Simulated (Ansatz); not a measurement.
Candidates (primitive cells; geometry: relaxed with this functional, without spin-orbit coupling):
A. ScCu (Pm-3m), a = 3.210 Å, b = 3.210 Å, c = 3.210 Å, α = 90.00°, β = 90.00°, γ = 90.00°
B. CuSn (P6_3/mmc), a = 4.1202 Å, b = 4.1202 Å, c = 4.9739 Å, α = 90.00°, β = 90.00°, γ = 120.00°
C. PtCu₃ (Pm-3m), a = 3.6677 Å, b = 3.6677 Å, c = 3.6677 Å, α = 90.00°, β = 90.00°, γ = 90.00°
D. Cu (Fm-3m), a = b = c = 2.520 Å, α = β = γ = 60.00°
E. Cu2As (P4/nmm), a = b = 3.7513 Å, c = 5.8333 Å, α = β = γ = 90.00°

Rank these by resistivity at 300 K (highest first), as PBEsol, DFPT electron-phonon coupling, linearised Boltzmann equation (Ansatz, an electronic-structure program) gives it.

A (22 μΩ·cm), E (13.4 μΩ·cm), B (5.7 μΩ·cm), C (3.5 μΩ·cm), D (1.66 μΩ·cm)

Metals; harmonic phonons alone scatter; means over directions. Halving the electron mesh moves these values by up to 8 %; q meshes are mostly untested. Some of the runs warned that the eigensolver left states short of its tolerance. Spin-orbit coupling is left out.

Formula and space group known from diffraction (Crystallography Open Database), not checked to be the room-temperature form: Cu2As (P4/nmm), CuSn (P6_3/mmc), PtCu3 (Pm-3m), ScCu (Pm-3m). The missing spin-orbit coupling matters most for PtCu3 (Pm-3m).
